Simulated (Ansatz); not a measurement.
Functionals compared on the (100) surface of cubic BaHfO3 in its 1x1 cell (cut with top plane Ba + O, bottom plane Hf + 2 O), relaxed from an ideal cut (the real face may reconstruct), with unlike faces, outermost plane spacing 2.10 Å in the ideal cut, in Ansatz (plane waves, PAW). The structure was relaxed with PBE; the other rows are single points on it, each with its references at the same level. Cutoff 420 eV (500 eV for r2SCAN). The surface energy is the mean of two unlike faces. HSE06 used the coarser mesh 4x4x1.

Slab: 15 atoms, Ba3Hf3O9, 10.5 Å thick at the start; k 6x6x1, smearing 0.025 eV, dipole-corrected; all atoms relaxed; symmetry of the start imposed; no spin, no spin-orbit, no U. These notes are the PBE run's.

A dash marks a value that is undefined for that row or was read on another mesh.

```
functional  surface energy (J/m²)  gap of the slab on its k-mesh (eV)  highest filled level below the top vacuum level (eV)          rough cost of the single point
----------  ---------------------  ----------------------------------  ----------------------------------------------------  --------------------------------------
PBE                          1.02                                2.24                                                  3.11                                       –
LDA                          1.32                                2.44                                                  3.44  about 60 core-seconds (a rough figure)
PBEsol                       1.17                                2.39                                                  3.17                 roughly 60 core-seconds
RPBE                            ?                                   ?                                                     ?            very roughly 50 core-seconds
r2SCAN                       1.24                                2.81                                                  3.28         around 100 core-seconds (rough)
HSE06                        1.14                                   –                                                     –  about 10 core-minutes (a rough figure)
```

Question: Fill in the missing entries.

Answer: 
- RPBE, surface energy (J/m²): 0.85
- RPBE, gap of the slab on its k-mesh (eV): 2.04
- RPBE, highest filled level below the top vacuum level (eV): 2.97

Ansatz is an electronic-structure program.
